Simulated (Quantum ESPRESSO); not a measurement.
Quantum ESPRESSO run on PtSe2 (P-3m1, 3 atoms in the cell): self-consistent single point.

Method of the run: PBE, GBRV 1.5 ultrasoft (PBE) pseudopotentials (plane waves; Quantum ESPRESSO).

```xyz
3
Lattice="3.6348 0.0000 0.0000 -1.8174 3.1478 0.0000 0.0000 0.0000 5.6909" Properties=species:S:1:pos:R:3 pbc="T T T"
Pt     0.0000     0.0000     0.0000
Se     1.8174     1.0493     4.4082
Se     0.0000     2.0985     1.2827
```

Reference input (self-consistent single point, DFT, PBE, plane waves, GBRV 1.5 ultrasoft (PBE) pseudopotentials): ecutwfc = 40 Ry; ecutrho = 320 Ry; occupations = fixed; potentials = {Pt: pt_pbe_v1.4.uspp.F.UPF, Se: se_pbe_v1.uspp.F.UPF}; K_POINTS = automatic 8 8 5 0 0 0; nbnd = 18; conv_thr = 1e-10 Ry; mixing_beta = 0.3. This run's input differs from it in these lines:

```diff
@@ -29,3 +29,3 @@
 K_POINTS automatic
-8 8 5  0 0 0
+6 6 3  0 0 0
 CELL_PARAMETERS angstrom
```

Log, with long lists cut:

```
     Self-consistent Calculation

     iteration #  1     ecut=    40.00 Ry     beta= 0.30

     negative rho (up, down):  1.833E-01 0.000E+00

     total energy              =    -297.49705668 Ry
     estimated scf accuracy    <       1.89926032 Ry

     iteration #  2     ecut=    40.00 Ry     beta= 0.30

     negative rho (up, down):  1.832E-01 0.000E+00

     total energy              =    -297.93365459 Ry
     estimated scf accuracy    <       0.32245034 Ry

     iteration #  3     ecut=    40.00 Ry     beta= 0.30

     negative rho (up, down):  1.808E-01 0.000E+00

     total energy              =    -297.96994057 Ry
     estimated scf accuracy    <       0.02042095 Ry

   [... 7 blocks of this kind left out ...]

     iteration # 11     ecut=    40.00 Ry     beta= 0.30

     negative rho (up, down):  1.796E-01 0.000E+00

     total energy              =    -297.97197265 Ry
     estimated scf accuracy    <          2.7E-10 Ry

     iteration # 12     ecut=    40.00 Ry     beta= 0.30

     negative rho (up, down):  1.796E-01 0.000E+00
     End of self-consistent calculation

     highest occupied, lowest unoccupied level (ev):     9.7453   10.5232

!    total energy              =    -297.97197271 Ry
     estimated scf accuracy    <          2.8E-11 Ry

     convergence has been achieved in  12 iterations

     negative rho (up, down):  1.796E-01 0.000E+00

     Forces acting on atoms (cartesian axes, Ry/au):

     atom    1 type  1   force =    -0.00000000    0.00000000    0.00000000
     atom    2 type  2   force =    -0.00000000   -0.00000000   -0.04260882
     atom    3 type  2   force =     0.00000000    0.00000000    0.04260882

     Total force =     0.060258     Total SCF correction =     0.000012

     negative rho (up, down):  1.796E-01 0.000E+00
          total   stress  (Ry/bohr**3)                   (kbar)     P=      108.15
   0.00083858   0.00000000   0.00000000          123.36        0.00        0.00
   0.00000000   0.00083858   0.00000000            0.00      123.36        0.00
   0.00000000   0.00000000   0.00052844            0.00        0.00       77.74

   JOB DONE.
```

The run converged in 12 iterations. Against the reference run the free energy goes up by 1.2 meV/atom, the pressure moves little (10.78 to 10.82 GPa), the largest force stays at 1.096 eV/Å and the gap on the mesh goes from 0.559 to 0.778 eV.

The starting cell comes from a database of computed structures (which also holds hypothetical and non-ambient phases and stackings), without a prior relaxation at this level. Its lattice was rescaled by a random factor within 2.5 % of one. Spin-orbit coupling is off. With a pressure of about 11 GPa the cell is away from its equilibrium volume at this level. Forces in this geometry exceed 1 eV/Å. Another mesh or the band path of this cell gives a smaller gap, so this value is not converged in the mesh.
